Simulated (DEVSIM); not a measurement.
Structure: abrupt Si p-n junction, at 300 K.

Layer 1 from the left is Si, thickness (μm) 23.0, Na (cm⁻³) 1.4e18, τn (s) 9.2e-6, τp (s) 9.2e-6. Layer 2 from the left is Si, thickness (μm) 3.60, Nd (cm⁻³) 1.3e15, τn (s) 9.2e-6, τp (s) 9.2e-6.

Left contact: ohmic. Right contact: ohmic. Voltage is applied to the left contact. Recombination: SRH at mid-gap, radiative. Mobility is μmin + (μ − μmin)/(1 + (N/Nref)^α).

This is a model device: material constants are rounded textbook-type values typed into the input, and sizes, dopings and lifetimes were drawn at random. Values at 300 K.

Si: gap (eV) 1.124, affinity (eV) 4.05, permittivity 11.7, Nc (cm⁻³) 2.86e19, Nv (cm⁻³) 3.1e19, μn (cm²/Vs) 1417, μp (cm²/Vs) 470, μn,min 52, μp,min 45, Nref,n 9.7e16, Nref,p 2.2e17, αn 0.68, αp 0.72, B (cm³/s) 4.7e-15.

Problem. Estimate by hand the built-in potential, the peak field at zero bias, the capacitance at -3 V, and compare with a numerical solution.

Solution. 
- Built-in potential: ni = √(Nc Nv) exp(−Eg/2kT) = 1.08e10 cm⁻³ with Eg = 1.124 eV; Vbi = kT/q ln(Na Nd/ni²) = 0.785 V; numerical 0.785 V.
- Peak field at zero bias: depletion approximation: W = √(2εVbi/(qN)) = 0.884 μm with N = 1.30e15 cm⁻³; field = 2Vbi/W = 17800 V/cm; numerical 65800 V/cm (estimate below by 73 %).
- Capacitance at -3 V: C = √(qεN / 2(Vbi + |V|)) = 5.34 nF/cm²; numerical 5.41 nF/cm² (estimate below by 1.3 %).

DEVSIM, 1D drift-diffusion, Boltzmann statistics, complete ionisation; no tunnelling, impact ionisation, image-force lowering or self-heating.
